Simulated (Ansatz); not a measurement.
Smallest direct gap on the k points sampled of BeS (model structure, started from the rocksalt type, Fm-3m, No. 225, 2 atoms in the cell) at several levels of theory

No measured value is used here.

```tsv
level (code)	value (eV)	cell (Å³/atom)
LDA (Ansatz)	(withheld)	11.82
PBEsol (Ansatz)	4.28	12.09
r²SCAN (Ansatz)	(withheld)	12.44
r²SCAN+rVV10 (Ansatz)	4.62	12.37
HSE06 (Ansatz)	5.36	12.09
PBE0 (Ansatz)	6.09	12.09
r²SCAN0 (Ansatz)	6.39	12.09
G0W0@PBEsol (Ansatz)	5.24	12.09
```

Task: Complete the blanks.

Result: 
- LDA (Ansatz, a quantum-chemistry and plane-wave program), value (eV): 4.26
- r²SCAN (Ansatz), value (eV): 4.60

At these levels the smallest gap is indirect and lower: LDA 0.98, PBEsol 0.94, r²SCAN 1.33, r²SCAN+rVV10 1.31, HSE06 1.75, PBE0 2.45, r²SCAN0 2.69, G0W0@PBEsol 1.87 eV. Computed values are for a static lattice.  Values are at the level's own equilibrium cell; HSE06 at the PBEsol cell; PBE0 at the PBEsol cell; r²SCAN0 at the PBEsol cell; G0W0@PBEsol at the PBEsol cell. Cutoffs and k meshes differ between the levels. Ansatz's density-functional and Hartree–Fock values are scalar-relativistic unless marked +SOC, with PAW data made under PBE.

A model structure was made by putting elements into a prototype or built by hand; it is no filed structure, need not be a known phase, and can be a saddle point held by its symmetry.
